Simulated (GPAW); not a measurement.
## Worked example: self-consistent single point of CoPdO₂ (R-3m, 4 atoms in the cell) in GPAW

Level of theory: PBE, GPAW PAW datasets PBE (gpaw-data 1.0.1) (plane waves; GPAW 25.7.0).

Input as run:

```python
from ase import Atoms
from ase.units import GPa
from gpaw import GPAW, PW

atoms = Atoms(['Co', 'Pd', 'O', 'O'],
              cell=[[1.402197, 0.809559, 5.835040],
                    [-1.402197, 0.809559, 5.835040],
                    [0.000000, -1.619118, 5.835040]],
              scaled_positions=[[0.500000, 0.500000, 0.500000],
                                [0.000000, 0.000000, 0.000000],
                                [0.887526, 0.887526, 0.887526],
                                [0.112474, 0.112474, 0.112474]],
              pbc=True)

atoms.set_initial_magnetic_moments([3.0, 0.0, 0.0, 0.0])

calc = GPAW(spinpol=True,
            mode=PW(950),
            xc='PBE',
            kpts=(9, 9, 9),
            occupations={'name': 'methfessel-paxton', 'width': 0.136, 'order': 0},
            nbands=-12,
            convergence={'forces': 0.001},
            symmetry={'symmorphic': False, 'tolerance': 0.0005},
            maxiter=100,
            txt='-')

atoms.calc = calc

energy = atoms.get_potential_energy()
print('Energy (eV):', round(energy, 6))
forces = atoms.get_forces()
print('Forces (eV/Ang):')
print(forces.round(5))
stress = atoms.get_stress()
print('Stress (GPa, Voigt):', (stress / GPa).round(4))
```

Output, abridged:

```
Input parameters:
  convergence: {forces: 0.001}
  kpts: [9 9 9]
  maxiter: 100
  mode: {ecut: 950.0,
         name: pw}
  nbands: -12
  occupations: {name: methfessel-paxton,
                order: 0,
                width: 0.136}
  spinpol: True
  symmetry: {symmorphic: False,
             tolerance: 0.0005}
  xc: PBE

species:
  Co:
    name: Cobalt
    Z: 27.0
    valence: 9
    core: 18
    charge: 0.0
    file: Co.PBE.gz

    # Using partial waves for Co as LCAO basis

  Pd:
    name: Palladium
    Z: 46.0
    valence: 16
    core: 30
    charge: 0.0
    file: Pd.PBE.gz

    # Using partial waves for Pd as LCAO basis

  O:
    name: Oxygen
    Z: 8.0
    valence: 6
    core: 2
    charge: 0.0
    file: O.PBE.gz

    # Using partial waves for O as LCAO basis

Reference energy: -179211.905226  # eV

Spin-polarized calculation.
Initial magnetic moment: 3.000000

Convergence criteria:
 Maximum [total energy] change in last 3 cyles: 0.0005 eV / valence electron
 Maximum integral of absolute [dens]ity change: 0.0001 electrons / valence electron
 Maximum integral of absolute [eigenst]ate change: 4e-08 eV^2 / valence electron
 Maximum change in the atomic [forces] across last 2 cycles: 0.001 eV/Ang OR
Maximum error relative to the maximum force is below inf
 Maximum number of scf [iter]ations: 100

Symmetries present (total): 12
Symmetries with fractional translations: 0
729 k-points: 9 x 9 x 9 Monkhorst-Pack grid
85 k-points in the irreducible part of the Brillouin zone
       k-points in crystal coordinates                weights
   0:     0.00000000    0.00000000    0.00000000          1/729
   1:     0.11111111    0.00000000   -0.11111111          6/729
   2:     0.11111111    0.00000000    0.00000000          6/729
   [... 7 lines left out ...]
          ...
  84:     0.44444444    0.44444444    0.44444444          2/729

Wave functions: Plane wave expansion
  Cutoff energy: 950.000 eV
  Number of coefficients (min, max): 2600, 2659
  Pulay-stress correction: 0.000000 eV/Ang^3 (de/decut=0.000000)

Occupation numbers: Methfessel-Paxton:
  width: 0.1360  # eV
  order: 0

Eigensolver

Densities:
  Coarse grid: 45*45*45 grid
  Fine grid: 90*90*90 grid
  Total Charge: 0.000000

Density mixing:
  Method: difference
  Backend: pulay
  Linear mixing parameter: 0.05
  old densities: 5
  Damping of long wavelength oscillations: 50

Hamiltonian:
  XC and Coulomb potentials evaluated on a 90*90*90 grid
  External potential:
    NoExternalPotential

XC parameters: PBE with 2 nearest neighbor stencil

Number of atoms: 4
Number of atomic orbitals: 29
Number of bands in calculation: 32
Number of valence electrons: 37
Bands to converge: occupied

Density initialized from atomic densities
  29 bands from LCAO basis set
  3 bands from random numbers

Atomic positions and initial magnetic moments

Positions:
   0 Co     0.000000    0.000000    8.752560    ( 0.0000,  0.0000,  3.0000)
   1 Pd     0.000000    0.000000    0.000000    ( 0.0000,  0.0000,  0.0000)
   2 O     -0.000000   -0.000000   15.536249    ( 0.0000,  0.0000,  0.0000)
   3 O      0.000000   -0.000000    1.968871    ( 0.0000,  0.0000,  0.0000)

Unit cell:
           periodic     x           y           z      points  spacing
  1. axis:    yes    1.402197    0.809559    5.835040    45     0.0535
  2. axis:    yes   -1.402197    0.809559    5.835040    45     0.0535
  3. axis:    yes    0.000000   -1.619118    5.835040    45     0.0535

  Lengths:   6.055513   6.055513   6.055513
  Angles:   26.777529  26.777529  26.777525

Effective grid spacing dv^(1/3) = 0.0758

     iter     time        total  log10-change:         magmom
                         energy   eigst   dens  force
iter:   1 --:--:--   -37.933160                          +3.0014
iter:   2 --:--:--   -27.965475   -0.93  -0.97           +0.9925
iter:   3 --:--:--   -26.685868   -1.99  -1.21           +0.8362
iter:   4 --:--:--   -25.923889   -2.01  -1.33           +0.8028
iter:   5 --:--:--   -25.807205   -1.95  -1.49           +0.1879
iter:   6 --:--:--   -26.607401   -1.97  -1.65           +0.0883
iter:   7 --:--:--   -25.860027   -2.30  -1.68           +0.1305
iter:   8 --:--:--   -25.757626   -2.70  -2.15           +0.0836
iter:   9 --:--:--   -25.763818   -3.69  -2.46           +0.0073
iter:  10 --:--:--   -25.754863c  -3.73  -2.57           +0.0085
iter:  11 --:--:--   -25.754898c  -5.02  -3.06           +0.0059
iter:  12 --:--:--   -25.754940c  -5.58  -3.16           +0.0027
iter:  13 --:--:--   -25.754885c  -5.60  -3.28           +0.0002
iter:  14 --:--:--   -25.754836c  -6.15  -3.52           -0.0002
iter:  15 --:--:--   -25.754798c  -6.17  -3.68           -0.0002
iter:  16 --:--:--   -25.754776c  -6.53  -3.90           -0.0001
iter:  17 --:--:--   -25.754774c  -7.70c -4.09c          -0.0000
iter:  18 --:--:--   -25.754773c  -6.72  -4.16c          -0.0000
iter:  19 --:--:--   -25.754775c  -7.93c -4.59c -1.81    +0.0000
iter:  20 --:--:--   -25.754777c  -8.23c -4.63c -2.89    +0.0000
iter:  21 --:--:--   -25.754777c  -7.97c -4.71c -2.30    +0.0000
iter:  22 --:--:--   -25.754777c  -9.05c -5.00c -3.22c   +0.0000

Converged after 22 iterations.

Dipole moment: (0.000000, 0.000000, 0.000000) |e|*Ang

Total magnetic moment: (0.000000, 0.000000, 0.000001)
Local magnetic moments:
   0 Co ( 0.000000,  0.000000,  0.000001)
   1 Pd ( 0.000000,  0.000000,  0.000001)
   2 O  ( 0.000000,  0.000000, -0.000000)
   3 O  ( 0.000000,  0.000000, -0.000000)

Energy contributions relative to reference atoms: (reference = -179211.905226)

Kinetic:        +34.325749
Potential:      -35.966876
External:        +0.000000
XC:             -24.379906
Entropy (-ST):   -0.010394
Local:           +0.271452
SIC:             +0.000000
--------------------------
Free energy:    -25.759974
Extrapolated:   -25.754777

Spin contamination: 0.000000 electrons
Showing only first 2 kpts
                      Up                     Down
 Kpt  Band  Eigenvalues  Occupancy  Eigenvalues  Occupancy
  0    16      7.48025    1.00000      7.48026    1.00000
  0    17      7.48336    1.00000      7.48336    1.00000
  0    18      7.99860    1.00000      7.99860    1.00000
  0    19     11.25967    0.00000     11.25967    0.00000

  1    16      7.82921    1.00000      7.82921    1.00000
  1    17      8.04707    1.00000      8.04708    1.00000
  1    18      8.17935    1.00000      8.17935    1.00000
  1    19     10.62783    0.00000     10.62783    0.00000

Fermi level: 9.22280

No gap
No difference between direct/indirect transitions
Energy (eV): -25.754777

Forces in eV/Ang:
  0 Co    0.00000   -0.00000    0.00000
  1 Pd   -0.00000    0.00000    0.00000
  2 O     0.00000    0.00000    0.11836
  3 O    -0.00000   -0.00000   -0.11836

Stress tensor:
    -0.092442    -0.000000    -0.000000
     0.000000    -0.092442     0.000000
    -0.000000     0.000000    -0.131604
Stress (GPa, Voigt): [-14.8108 -14.8108 -21.0852   0.      -0.      -0.    ]
```

The run converged in 22 iterations. GPAW prints stress with tension positive.

At such cutoffs GPAW's stress carries a finite-basis (Pulay) error, which enters relaxed cells too; its log prints stress with tension positive.

The starting cell comes from a database of computed structures (which also holds hypothetical and non-ambient phases and stackings), without a prior relaxation at this level. Its lattice was rescaled by a random factor within 2.5 % of one. The starting moments vanished: the run ended non-magnetic, which need not be the lowest state.

Cost on one core of a shared machine: roughly 30 min.
